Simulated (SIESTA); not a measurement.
## Worked example: self-consistent single point of ZrNi₂P₂ (I4/mmm, 5 atoms in the cell) in SIESTA

Method: LDA PW92, numerical atomic orbitals TZP, PseudoDojo LDA standard norm-conserving potentials (rewritten from UPF to PSML) (SIESTA).

This input was run:

```
# files in the folder: Zr.psml Ni.psml P.psml (PseudoDojo LDA standard)
SystemName  Zr(NiP)2
SystemLabel siesta

NumberOfAtoms                5
NumberOfSpecies              3
%block ChemicalSpeciesLabel
  1 40 Zr
  2 28 Ni
  3 15 P
%endblock ChemicalSpeciesLabel
LatticeConstant              1.0 Ang
%block LatticeVectors
    -1.888341000    1.888341000    4.879440000
     1.888341000   -1.888341000    4.879440000
     1.888341000    1.888341000   -4.879440000
%endblock LatticeVectors
AtomicCoordinatesFormat      Bohr
%block AtomicCoordinatesAndAtomicSpecies
     0.000000000    0.000000000    0.000000000  1
     3.568447320    0.000000000    4.610402621  2
     0.000000000    3.568447320    4.610402621  2
    -0.000000000    0.000000000   11.392120460  3
    -0.000000000    0.000000000    7.049490023  3
%endblock AtomicCoordinatesAndAtomicSpecies

XC.functional                LDA
XC.authors                   PW92
PAO.BasisSize                TZP
PAO.EnergyShift              0.01 Ry
MeshCutoff                   300 Ry
%block kgrid.MonkhorstPack
    8   0   0  0.0
    0   8   0  0.0
    0   0   8  0.0
%endblock kgrid.MonkhorstPack
OccupationFunction           MP
OccupationMPOrder            0
ElectronicTemperature        272.0 meV

MaxSCFIterations             150
SCF.Mixer.Method             Broyden
SCF.Mixer.Weight             0.25
SCF.Mixer.History            6
SCF.DM.Tolerance             1.0E-05
Diag.ParallelOverK           true
WriteForces                  true
```

Output, abridged:

```
reinit: Reading from file input.fdf

reinit: System Name: Zr(NiP)2
reinit: System Label: siesta

coor:   Atomic-coordinates input format  =     Cartesian coordinates
coor:                                            (in Bohr units)

siesta: Atomic coordinates (Bohr) and species
siesta:      0.00000   0.00000   0.00000  1        1
siesta:      3.56845   0.00000   4.61040  2        2
siesta:      0.00000   3.56845   4.61040  2        3
siesta:     -0.00000   0.00000  11.39212  3        4
siesta:     -0.00000   0.00000   7.04949  3        5

siesta: System type = bulk

initatomlists: Number of atoms, orbitals, and projectors:      5   109    90

siesta: ******************** Simulation parameters ****************************
redata: Spin configuration                          = none
redata: Time-Reversal Symmetry                      = T
redata: Number of Atomic Species                    =        3
redata: Mesh Cutoff                                 =   300.0000 Ry
redata: Net charge of the system                    =     0.0000 |e|
redata: Min. number of SCF Iter                     =        0
redata: Max. number of SCF Iter                     =      150
redata: SCF convergence failure will abort job
redata: SCF mix quantity                            = Hamiltonian
redata: Mix DM or H after convergence               =   F
redata: Recompute H after scf cycle                 =   F
redata: Mix DM in first SCF step                    =   T
redata: No kicks to SCF
redata: DM Mixing Weight for Kicks                  =     0.5000
redata: Require Harris convergence for SCF          =   F
redata: Harris energy tolerance for SCF             =     0.000100 eV
redata: Require DM convergence for SCF              =   T
redata: DM tolerance for SCF                        =     0.000010
redata: Require EDM convergence for SCF             =   F
redata: EDM tolerance for SCF                       =     0.001000 eV
redata: Require H convergence for SCF               =   T
redata: Hamiltonian tolerance for SCF               =     0.001000 eV
redata: Require (free) Energy convergence for SCF   =   F
redata: (free) Energy tolerance for SCF             =     0.000100 eV
redata: Using DFT-D3 dispersion                     =   F
redata: Using Saved Data (generic)                  =   F
redata: Method of Calculation                       = Diagonalization
redata: Electronic Temperature                      =  3156.4289 K
redata: Number of TDED substeps                     =        3
redata: Dynamics option                             = Single-point calculation
redata: Save all siesta data in one NC              =   F
redata: ***********************************************************************

%block SCF.Mixers
  Broyden
%endblock SCF.Mixers

%block SCF.Mixer.Broyden
  # Mixing method
  method broyden

  # Mixing options
  weight 0.2500
  weight.linear 0.2500
  weight.prime 0.2500
  history 6
%endblock SCF.Mixer.Broyden

DM_history_depth set to one: no extrapolation allowed by default for geometry relaxation
Size of DM history Fstack: 1
Total number of electrons:    58.000000
Total ionic charge:    58.000000

* ProcessorY, Blocksize:    1  64

* Orbital distribution balance (max,min):   109   109

k-point displ. along   1 input, could be:     0.00    0.50
k-point displ. along   2 input, could be:     0.00    0.50
k-point displ. along   3 input, could be:     0.00    0.50
 Kpoints in:          320 . Kpoints trimmed:          296

siesta: k-grid: Number of k-points = 296
siesta: k-points from Monkhorst-Pack grid
siesta: k-cutoff (effective) =    15.107 Ang
siesta: k-point supercell and displacements
siesta: k-grid:     8     0     0      0.000
siesta: k-grid:     0     8     0      0.000
siesta: k-grid:     0     0     8      0.000

diag: Algorithm                                     = D&C
diag: Parallel over k                               =   F
diag: Use parallel 2D distribution                  =   F
diag: Parallel block-size                           = 64
diag: Parallel distribution                         =     1 x     1
diag: Used triangular part                          = Lower
diag: Absolute tolerance                            =  0.100E-15
diag: Orthogonalization factor                      =  0.100E-05
diag: Memory factor                                 =  1.0000

superc: Internal auxiliary supercell:     7 x     7 x     7  =     343
superc: Number of atoms, orbitals, and projectors:   1715  37387  30870

                        Single-point calculation

superc: Internal auxiliary supercell:     7 x     7 x     7  =     343
superc: Number of atoms, orbitals, and projectors:   1715  37387  30870

outcell: Unit cell vectors (Ang):
       -1.888341    1.888341    4.879440
        1.888341   -1.888341    4.879440
        1.888341    1.888341   -4.879440

outcell: Cell vector modules (Ang)   :    5.562427    5.562427    5.562427
outcell: Cell angles (23,13,12) (deg):    140.3094    140.3094     57.3838
outcell: Cell volume (Ang**3)        :     69.5970
new_DM -- step:     1
Initializing Density Matrix...

Attempting to read DM from file... Failed...
DM filled with atomic data:

InitMesh: MESH = 48 x 48 x 32 = 73728
InitMesh: Mesh cutoff (required, used) =   300.000   314.885 Ry

stepf: Methfessel-Paxton step function
       Using Hermite-Gauss polynomials of order  0

        iscf     Eharris(eV)        E_KS(eV)     FreeEng(eV)     dDmax    Ef(eV) dHmax(eV)
   scf:    1   -10714.056767   -10830.748810   -10830.962895  1.927515 -2.042207 36.488641
   scf:    2   -10677.035613   -10838.363639   -10838.422655  1.163102 -4.115644 32.225010
   scf:    3   -10901.807274   -10878.598335   -10878.669034  0.360840 -3.744172  9.775796
   scf:    4   -10857.771689   -10877.937203   -10878.054116  0.370910 -3.408208 11.447995
   scf:    5   -10882.237245   -10883.638076   -10883.714144  0.234040 -3.670996  1.538309
   scf:    6   -10883.378378   -10883.521834   -10883.598518  0.034250 -3.757229  2.424272
   [... 4 lines left out ...]
   scf:   11   -10883.809831   -10883.809820   -10883.890636  0.000327 -3.715233  0.002303
   scf:   12   -10883.809786   -10883.809803   -10883.890637  0.000123 -3.715322  0.001005
   scf:   13   -10883.809792   -10883.809798   -10883.890637  0.000041 -3.715368  0.000526
   scf:   14   -10883.809794   -10883.809796   -10883.890637  0.000013 -3.715393  0.000451
   scf:   15   -10883.809795   -10883.809796   -10883.890637  0.000006 -3.715413  0.000378

SCF Convergence by DM+H criterion
max |DM_out - DM_in|         :     0.0000057884
max |H_out - H_in|      (eV) :     0.0003783457
SCF cycle converged after 15 iterations

Using DM_out to compute the final energy and forces

siesta: E_KS(eV) =           -10883.8098

siesta: E_KS - E_eggbox =    -10883.8098

siesta: Atomic forces (eV/Ang):
     1   -0.000000   -0.000000   -0.000000
     2   -0.000389    0.000389    0.000000
     3    0.000389   -0.000389    0.000000
     4    0.001071    0.001071    0.932710
     5   -0.001071   -0.001071   -0.932710
   Tot   -0.000000   -0.000000    0.000000
   Max    0.932710
   Res    0.340578    sqrt( Sum f_i^2 / 3N )
   Max    0.932710    constrained

Stress tensor Voigt[x,y,z,yz,xz,xy] (kbar):      212.29      212.29      190.54        0.25        0.25       -0.25
(Free)E + p*V (eV/cell)   -10892.7972
Target enthalpy (eV/cell)   -10883.8906

siesta: Program's energy decomposition (eV):
siesta: Ebs     =     -1807.734840
siesta: Eions   =     14437.476474
siesta: Ena     =      1439.191854
siesta: Ekin    =      4844.199620
siesta: Enl     =     -1271.333523
siesta: Eso     =         0.000000
siesta: Edftu   =         0.000000
siesta: DEna    =        80.791689
siesta: DUscf   =         1.679351
siesta: DUext   =         0.000000
siesta: Ex      =     -1413.140849
siesta: Ec      =      -127.721463
siesta: Exc     =     -1540.862312
siesta: Eharris =    -10883.809795
siesta: Etot    =    -10883.809796
siesta: FreeEng =    -10883.890637

siesta: Atomic forces (eV/Ang):
siesta:      1   -0.000000   -0.000000   -0.000000
siesta:      2   -0.000389    0.000389    0.000000
siesta:      3    0.000389   -0.000389    0.000000
siesta:      4    0.001071    0.001071    0.932710
siesta:      5   -0.001071   -0.001071   -0.932710
siesta: ----------------------------------------
siesta:    Tot   -0.000000   -0.000000    0.000000

siesta: Stress tensor (static) (eV/Ang**3):
siesta:     0.132498   -0.000159    0.000156
siesta:    -0.000159    0.132498    0.000156
siesta:     0.000156    0.000156    0.118923

siesta: Cell volume =         69.597048 Ang**3

siesta: Pressure (static):
siesta:                Solid            Molecule  Units
siesta:          -0.00139380         -0.00150553  Ry/Bohr**3
siesta:          -0.12797301         -0.13823167  eV/Ang**3
siesta:        -205.03535842       -221.47154410  kBar
```

The run converged in 15 iterations.

The starting cell comes from a database of computed structures (which also holds hypothetical and non-ambient phases and stackings), without a prior relaxation at this level. Its lattice was rescaled by a random factor within 2.5 % of one. Spin polarisation is off, so a magnetic state, if there is one, cannot be reached. Values carry the incompleteness of an atom-centred basis. With a pressure of about -21 GPa the cell is away from its equilibrium volume at this level.

Cost on one core of a shared machine: roughly 2 min.
